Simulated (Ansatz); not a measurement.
This Ansatz (a quantum-chemistry and plane-wave program) input is the reference run, WSe₂ (space group P6_3/mmc, No. 194; layered, stacked along the Cartesian z axis), computed with Ansatz PBE-D3(BJ), scalar-relativistic without spin-orbit coupling:

Ansatz 0.2 input:
```yaml
crystal:
  lattice:
    - [3.2790368965, 0, 0]
    - [-1.6395184482, 2.8397292523, 0]
    - [0, 0, 12.7862326411]
  atoms:
    - { symbol: W, position: [0.6666666667, 0.3333333333, 0.75] }
    - { symbol: W, position: [0.3333333333, 0.6666666667, 0.25] }
    - { symbol: Se, position: [0.6666666667, 0.3333333333, 0.3817243698] }
    - { symbol: Se, position: [0.3333333333, 0.6666666667, 0.8817243698] }
    - { symbol: Se, position: [0.3333333333, 0.6666666667, 0.6182756302] }
    - { symbol: Se, position: [0.6666666667, 0.3333333333, 0.1182756302] }
basis: { ecutwfc: 420, ecutrho_ratio: 4, xc_grid: 2, fft_grid_basis: typed }
kpoints: { mp_grid: { grid: [12, 12, 3] } }
hamiltonian:
  xc: pbe
  dispersion: d3bj
  pseudopotentials: { kind: paw }
scf: { occupations: { method: fermi_dirac, width: 0.05 }, convergence: { dr2_threshold: 0.0000000006 } }
output: { forces: true, stress: true }
checkpoint: { write: state.ck, write_every: 1000 }
```

Q: Write the input for this change: the cell is stretched by 2.40 % along z with no lateral relaxation; the atoms relax in the strained cell.

A: 
Ansatz 0.2 input:
```yaml
crystal:
  lattice:
    - [3.2790368965, 0, 0]
    - [-1.6395184482, 2.8397292523, 0]
    - [0, 0, 13.0931022245]
  atoms:
    - { symbol: W, position: [0.6666666667, 0.3333333333, 0.75] }
    - { symbol: W, position: [0.3333333333, 0.6666666667, 0.25] }
    - { symbol: Se, position: [0.6666666667, 0.3333333333, 0.3817243698] }
    - { symbol: Se, position: [0.3333333333, 0.6666666667, 0.8817243698] }
    - { symbol: Se, position: [0.3333333333, 0.6666666667, 0.6182756302] }
    - { symbol: Se, position: [0.6666666667, 0.3333333333, 0.1182756302] }
basis: { ecutwfc: 420, ecutrho_ratio: 4, xc_grid: 2, fft_grid_basis: typed }
kpoints: { mp_grid: { grid: [12, 12, 3] } }
hamiltonian:
  xc: pbe
  dispersion: d3bj
  pseudopotentials: { kind: paw }
scf: { occupations: { method: fermi_dirac, width: 0.05 }, convergence: { dr2_threshold: 0.0000000006 } }
relax: { f_tol: 0.005, max_steps: 50 }
output: { forces: true, stress: true }
checkpoint: { write: state.ck, write_every: 1000 }
```
This is the input that was run.

Stability against distortions was not tested.
